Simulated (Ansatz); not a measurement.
# Band gap of K2SO4 (Pnma, No. 62) at several levels of theory

No measured value is used here.

```csv
level (code),value (eV)
LDA (Ansatz),5.74 (direct)
BLYP (Ansatz),5.60 (direct)
PBEsol (Ansatz),5.42 (direct)
r²SCAN (Ansatz),6.29 (direct)
```

Computed values are for a static lattice.  LDA, PBEsol, r²SCAN: the relaxation could not lower the start's symmetry, so the cell can be a saddle point above a distorted one. Values are at the level's own relaxed cell; BLYP at a fixed cell, not relaxed at this level and not confirmed as the measured one. Cutoffs differ between the levels. Ansatz's density-functional and Hartree–Fock values are scalar-relativistic unless marked +SOC, with PAW data made under PBE.

Ansatz is a first-principles code.
